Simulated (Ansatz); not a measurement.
## A computed series for Al: response to strain

The reference is Al in the fcc (Cu type) structure (space group Fm-3m, No. 225; a = 4.041 Å; relaxed with 0.1 eV smearing).

Strains are applied to the cell and any free atomic positions relax.

Calculations: plane-wave PAW DFT at the PBE level (Ansatz, a quantum-chemistry and plane-wave program, 420 eV), no spin-orbit coupling.

```
isotropic strain (%)  pressure (GPa)
--------------------  --------------
-2.5                             7.0
-2                               5.4
-1.5                             3.9
0                                0.0
0.5                                ?
1                               -2.2
1.5                             -3.1
2                               -4.0
2.5                             -4.8
```

Question: Fit P = P₀ − Bδ + Cδ² with δ = (1 + ε)³ − 1 to the rows shown and predict the withheld row.

Answer: Least squares on the printed values gives P₀ = 0.0 GPa, B = 79.0 GPa, C = 221 GPa (largest residual 0.0 GPa); this predicts -1.1 GPa, and the run gives -1.1 GPa, in agreement.

Whether these cells are dynamically stable was not tested.
